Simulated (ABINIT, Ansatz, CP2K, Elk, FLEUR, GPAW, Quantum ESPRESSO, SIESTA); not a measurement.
**One structure in several programs: CaO (Fm-3m, 2 atoms in the cell)**

Self-consistent single point.

```
CELL_PARAMETERS angstrom
      0.00000     2.40500     2.40500
      2.40500     0.00000     2.40500
      2.40500     2.40500     0.00000
ATOMIC_POSITIONS crystal
  Ca 0.00000 0.00000 0.00000
  O  0.50000 0.50000 0.50000
```

All programs got the same cell, k-point mesh and kind of occupations (in Ansatz's words: kpoints.mp_grid.grid = 12 12 12; scf.occupations.method = fermi_dirac; scf.occupations.width = 0.05 eV); potentials, basis and cutoffs are each program's usual ones.

```tsv
code	model	pressure (GPa)	gap on the mesh (eV)	k-points	cutoff
Elk	PBE, all-electron FP-LAPW, Elk's shipped species files, default APW+lo basis	–	4.056	72	default
FLEUR	PBE, all-electron FLAPW (FLEUR), scalar-relativistic valence	–	3.680	72	Kmax 4 1/bohr
SIESTA	GGA PBE, numerical atomic orbitals DZP, PseudoDojo PBE standard norm-conserving potentials (rewritten from UPF to PSML)	9.58	3.931	948	grid 300 Ry
Ansatz	PBE, default PAW files	0.99	3.656	72	default
Quantum ESPRESSO	PBE, GBRV 1.5 ultrasoft (PBE) pseudopotentials	1.47	3.662	72	40 Ry
CP2K	PBE, GPW, DZVP-MOLOPT-SR-GTH basis, GTH-PBE potentials (GTH_POTENTIALS)	2.95	3.548	868	grid 500 Ry
ABINIT	PBE, norm-conserving pseudopotentials (PseudoDojo nc-sr-05 PBE standard)	1.07	3.662	72	42 Ha
GPAW	PBE, GPAW PAW datasets PBE (gpaw-data 1.0.1)	–	3.691	72	950 eV
```

A dash marks a value that a program does not give, or that is left out as unsure.

Gaps are read on the mesh.

The spread over the programs that give each value: pressure within 8.59 GPa; gap on the mesh within 0.508 eV.

The starting cell has typed, rounded lattice constants, without a prior relaxation at this level.

Why do the programs differ, and what cannot be compared?

Differences of this kind can come from the potentials, where these differ, and from what each basis and cutoff leave unconverged. The zero of total energies and Fermi levels follows the potentials and each program's conventions, so they are not compared here. SIESTA and CP2K use small atom-centred bases, whose incompleteness enters pressures, forces and empty levels differently from a plane-wave cutoff. Elk and FLEUR treat all electrons, but the usual bases taken here (sphere radii, linearisation, local orbitals, empty states) were not tested for convergence, so the values are no reference for the others. Ansatz's pressure is given at a fixed set of plane waves, as the other plane-wave codes print theirs; with its correction for the finite basis it is 1.41 GPa (the shift of 0.41 GPa shows how far the cutoff is from converged). The pressure of GPAW is left out: its cutoff lies under the one at which its stress was checked. The programs reduce the same mesh by symmetry to different extents, which changes the work and not the result. In the pressure, SIESTA (by 8.51) and CP2K (by 1.88) lie more than 1 GPa from the median of the plane-wave programs. In the gap, Elk (by 0.394) and SIESTA (by 0.269) lie more than 0.12 eV from the median of the plane-wave programs.

Ansatz is an electronic-structure program.

Keys are those of Ansatz 0.2.
